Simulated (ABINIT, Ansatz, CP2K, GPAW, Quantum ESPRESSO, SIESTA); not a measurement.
# Code comparison for Sb (Pm-3m, 1 atom in the cell)

Self-consistent single point.

```
CELL_PARAMETERS angstrom
      3.15148     0.00000     0.00000
      0.00000     3.15148     0.00000
      0.00000     0.00000     3.15148
ATOMIC_POSITIONS crystal
  Sb 0.00000 0.00000 0.00000
```

All programs got the same cell, k-point mesh and kind of occupations (in Ansatz's words: kpoints.mp_grid.grid = 14 14 14; scf.occupations.method = gaussian; scf.occupations.width = 0.02 Ry); potentials, basis and cutoffs are each program's usual ones.

| code | model | pressure (GPa) | k-points | cutoff |
|---|---|---|---|---|
| ABINIT | PBEsol, norm-conserving pseudopotentials (PseudoDojo nc-sr-04 PBEsol standard) | -4.57 | 120 | 40 Ha |
| SIESTA | GGA PBEsol, numerical atomic orbitals DZP, PseudoDojo PBEsol standard norm-conserving potentials (rewritten from UPF to PSML) | -4.17 | 1484 | grid 300 Ry |
| Ansatz | PBEsol, default PAW files made with PBE | -4.46 | 120 | default |
| CP2K | PBEsol, GPW, DZVP-MOLOPT-SR-GTH basis, GTH-PBE potentials (GTH_POTENTIALS) | -2.31 | 1376 | grid 400 Ry |
| Quantum ESPRESSO | PBEsol, GBRV 1.5 ultrasoft (PBESOL) pseudopotentials | -4.39 | 120 | 40 Ry |
| GPAW | PBEsol, GPAW PAW datasets PBEsol (made by gpaw-setup) | -4.68 | 120 | 600 eV |

The spread over the programs that give each value: pressure within 2.37 GPa.

The starting cell comes from a database of computed structures (which also holds hypothetical and non-ambient phases and stackings), without a prior relaxation at this level. Its lattice was rescaled by a random factor within 2.5 % of one. On Ansatz's run: Spin-orbit coupling is off. In the base run, with a pressure of about -4 GPa the cell is away from its equilibrium volume at this level.

Q: Why do the programs differ, and what cannot be compared?

A: Differences of this kind can come from the potentials, where these differ, and from what each basis and cutoff leave unconverged. The valence holds different numbers of electrons (ABINIT 15, SIESTA 15, Ansatz (an electronic-structure program) 15, CP2K 5, Quantum ESPRESSO 15, GPAW 15). The zero of total energies and Fermi levels follows the potentials and each program's conventions, so they are not compared here. SIESTA and CP2K use small atom-centred bases, whose incompleteness enters pressures, forces and empty levels differently from a plane-wave cutoff. Ansatz's pressure is given at a fixed set of plane waves, as the other plane-wave codes print theirs; with its correction for the finite basis it is -4.43 GPa. Ansatz's smearing width was typed in Ry to four decimals, so it matches the others to a few per cent. The programs reduce the same mesh by symmetry to different extents, which changes the work and not the result. In the pressure, CP2K (by 2.20) lies more than 1 GPa from the median of the plane-wave programs.

Left out of this page: Elk and FLEUR (not drawn, or without a comparable value).

Keys are those of Ansatz 0.2.
